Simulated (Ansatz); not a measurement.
Consider Y2BiO2 (space group I4/mmm, No. 139; a cell from a computed database, its experimental status unchecked).

```
Y2BiO2
1.0
   -1.91790     1.91790     6.67592
    1.91790    -1.91790     6.67592
    1.91790     1.91790    -6.67592
Y Bi O
2 1 2
Direct
  0.66797   0.66797   0.00000
  0.33203   0.33203   0.00000
  0.00000   0.00000   0.00000
  0.75000   0.25000   0.50000
  0.25000   0.75000   0.50000
```

Cartesian axes are those of the cell as printed.

All numbers come from Kohn–Sham DFT with the PBEsol functional, run in Ansatz (a quantum-chemistry and plane-wave program) with PAW and 420 eV plane waves, scalar-relativistic without spin-orbit coupling.

Before the change:

The pressure is 0.0 GPa and the shortest interatomic distance comes out as 2.209 Å.

One thing is altered: biaxial strain −0.36 %, plane normal [001], relaxed out of plane (Cartesian); in-plane vectors clamped, the third vector and the atoms free.

Question: Predict the new pressure, energy relative to the base and shortest interatomic distance.

Answer: The pressure (mean of the normal stresses, compression positive) goes from zero to 0.5 GPa; the energy rises by 0.3 meV/atom; the shortest interatomic distance falls by 0.003 Å (2.209 Å → 2.206 Å).

Without a gap, meshes like the base's 17×17×17 leave anisotropic stresses uncertain by several tenths of a GPa, and small strain energies with them. Stability against distortions was not tested. All final runs are without spin polarisation. An odd electron count without spin: Y2BiO2.
